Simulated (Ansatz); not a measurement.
Computed with PBE (plane waves to 420 eV, PAW; Ansatz, a quantum-chemistry and plane-wave program).

Planar average of the electrostatic potential across the slab, in eV from the Fermi level, for a constructed model of the (100) surface of fcc Cu, c(2x2) surface alloy, Pd on one Cu site of the top plane (bottom of the slab: a bare face, its two planes held):

(z (Å), V (eV)): (3.97, 4.53); (4.25, 4.53); (4.53, 4.53); (4.82, 4.52); (5.10, 4.52); (5.38, 4.50); (5.67, 4.47); (5.95, 4.42); (6.23, 4.30); (6.52, 4.05); (6.80, 3.54); (7.08, 2.48); (7.37, -0.07); (7.65, -6.24); (7.93, -12.25); (8.22, -14.20); (8.50, -11.84); (8.78, -6.02); (9.07, -1.74); (9.35, -4.41); (9.63, -10.63); (9.92, -14.24); (10.20, -13.61); (10.48, -8.86); (10.77, -2.98); (11.05, -2.51); (11.33, -8.06); (11.62, -13.20); (11.90, -14.35); (12.18, -11.24); (12.47, -5.11); (12.75, -1.72); (13.03, -5.37); (13.32, -11.45); (13.60, -14.37); (13.88, -13.03); (14.17, -7.75); (14.45, -2.32); (14.73, -3.12); (15.02, -9.07); (15.30, -13.61); (15.58, -14.02); (15.87, -10.18); (16.15, -3.95); (16.43, -1.65); (16.72, -6.25); (17.00, -12.49); (17.28, -15.96); (17.57, -14.23); (17.85, -8.00); (18.13, -1.36); (18.42, 2.24); (18.70, 3.65); (18.98, 4.30); (19.27, 4.60); (19.55, 4.74); (19.83, 4.81); (20.12, 4.84); (20.40, 4.86); (20.68, 4.87); (20.97, 4.87); (21.25, 4.87); (21.53, 4.87); (21.82, 4.87)

Set-up: 12 atoms, 9.1 Å thick at the start (thin: gaps and levels are the slab's own); mesh 10x10x1; 0.1 eV smearing; dipole correction on; 4 atoms held, the rest relaxed; start symmetry kept, larger cells not searched; no spin, no spin-orbit, no U. It is one candidate, not shown to be the stable structure of the face.

### Question
The surface cell has an area of 13.18 Å². What dipole along the normal does the step between the two vacuum levels imply?

### Answer
the top vacuum level lies 0.34 eV above the bottom one; p = −ε₀ A ΔV (ε₀ = 0.005526 e/(V·Å)) gives -0.02 e·Å a cell.
